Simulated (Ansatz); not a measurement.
Consider the following.

```xyz
4
Lattice="1.5232 0.8794 6.1869 -1.5232 0.8794 6.1869 0.0000 -1.7588 6.1869" Properties=species:S:1:pos:R:3 pbc="T T T"
Ag     0.0000     0.0000     0.0000
Rh     0.0000     0.0000     9.2804
O      0.0000     0.0000    16.4704
O      0.0000     0.0000     2.0904
```

No spin polarisation.

The values are results of PBEsol, PAW, 420 eV (Ansatz, a program for electronic structure; no spin-orbit coupling), not measurements. Γ-centred 13×13×13 mesh, Fermi–Dirac width 0.05 eV.

Question: Predict the smallest direct gap.

Answer: 0.69 eV.

Question: Predict the band gap.

Answer: 0.43 eV.

Load acts through the strain it causes; cell and atoms are relaxed under it. Whether these cells are dynamically stable was not tested. The cell was made from AgRhO2 (space group R-3m, No. 166; a cell from a computed database, its experimental status unchecked) by this change: pressure 0.9 GPa.
